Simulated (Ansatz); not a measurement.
Amorphous alumina (Al32O47), 79 atoms at 2.81 g/cm³, one PBE-relaxed geometry, zone centre. Methods: PBE, scalar-relativistic without spin-orbit coupling (Ansatz, a program for electronic structure); r2SCAN, scalar-relativistic without spin-orbit coupling (Ansatz). Plane waves to 420 eV (r2SCAN 500 eV). The usual formal charges leave 2 electrons over, so the level spacing at the Fermi energy parts defect or band states and needn't be the band gap. At PBE the levels at the filled edge of the gap are localised (band-tail or defect states), and the nearest spread-out levels lie 4.5 eV apart at the zone centre. All rungs ran without spin polarisation.

Preparation: random packing, a CHGNet melt and quench, and a DFT relaxation. O atoms were pushed apart under 1.9 Å during the dynamics, to hinder bonds among them. It is the lowest in DFT energy of 2 quenches. It is a model cell: composition and starting density were chosen by hand, and all elements were melted together. No dispersion term was used. Its density started from a set value of 2.81 and ended at 2.81 g/cm³. Cooling (nominally 280 K/ps over its main leg) ran many orders faster than in experiment, which tends to leave more defects and strain. Values belong to this one cell and scatter from quench to quench. The volume was held where the preparation left it, at a PBE pressure of 1.5 GPa. Stress components on the final sampling reach 3.1 GPa. On a 2×2×2 Γ-centred mesh force components of up to 0.18 eV/Å stay, since the relaxation ran on the zone centre alone.

The relaxation ran on the zone centre alone. At PBE the level spacing at the Fermi energy is 1.69 eV on a 2×2×2 Γ-centred mesh, and the spacing at the zone centre alone 2.04 eV.

Problem. What zone-centre spacing does r2SCAN give, roughly?

Solution. 2.26 eV (+0.22 eV against PBE).

The highest filled and the lowest empty state spread over these numbers of atoms (participation numbers): PBE: 3.8 and 54.4; r2SCAN: 3.5 and 57.1.
